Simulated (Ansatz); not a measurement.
## RbCl in the rock salt structure (space group Fm-3m, No. 225)

```yaml
crystal:
  lattice:
    - [0.00000, 3.34891, 3.34891]
    - [3.34891, 0.00000, 3.34891]
    - [3.34891, 3.34891, 0.00000]
  atoms:
    - { symbol: Cl, position: [0.00000, 0.00000, 0.00000] }
    - { symbol: Rb, position: [0.50000, 0.50000, 0.50000] }
```

Calculations: Ansatz (a program for electronic structure) PBE, no spin-orbit coupling. Settings: 9×9×9 k-points, 0.05 eV Fermi–Dirac smearing.

Volume per atom: 37.56 Å³
Density: 2.67 g/cm³
Band gap: 4.84 eV, direct at Γ
Electron mass: 0.44 mₑ
Lowest conduction-band minima above the VBM: Γ 4.84 eV; X along ⟨100⟩ 6.24 eV
Total energy: -2175.383 eV/atom (σ→0; compares only within this code and set-up)

Masses are band curvatures over ±0.01 Å⁻¹ around the edge. Stability against distortions was not tested.
